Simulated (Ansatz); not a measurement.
The starting structures come from a database of crystals and need not be the phases stable at ambient conditions.

## Evanescent states of SbIrS (P2_13, not sure to be the ambient phase, 12 atoms a cell, 18.7 Å³ an atom, -3 GPa at this level) along the normal of (111)

The numbers are results of PBEsol (plane waves, PAW; Ansatz, a program for electronic structure), not measurements.

The gap is the functional's own. No spin-orbit coupling. Mid-gap values are interpolated on the energy grid.

Energies count from the valence-band top; κ is the least over a 6×6 mesh across the current.

| E (eV) | κ (1/Å) | where |
|---|---|---|
| 0.04 | 0.078 | off Γ |
| 0.12 | 0.124 | off Γ |
| 0.20 | 0.146 | off Γ |
| 0.28 | 0.164 | off Γ |
| 0.36 | ___ | off Γ |
| 0.44 | ___ | off Γ |
| 0.52 | ___ | Γ |
| 0.60 | ___ | Γ |
| 0.68 | ___ | Γ |
| 0.76 | ___ | Γ |
| 0.84 | ___ | Γ |
| 0.92 | ___ | Γ |
| 1.00 | ___ | Γ |
| 1.08 | ___ | Γ |
| 1.16 | 0.138 | Γ |
| 1.24 | 0.119 | Γ |
| 1.32 | 0.095 | Γ |
| 1.40 | 0.050 | off Γ |

Task: What belongs in the gaps?

Result: 
- 0.36, κ (1/Å): 0.179
- 0.44, κ (1/Å): 0.191
- 0.52, κ (1/Å): 0.197
- 0.60, κ (1/Å): 0.194
- 0.68, κ (1/Å): 0.190
- 0.76, κ (1/Å): 0.185
- 0.84, κ (1/Å): 0.180
- 0.92, κ (1/Å): 0.173
- 1.00, κ (1/Å): 0.165
- 1.08, κ (1/Å): 0.153
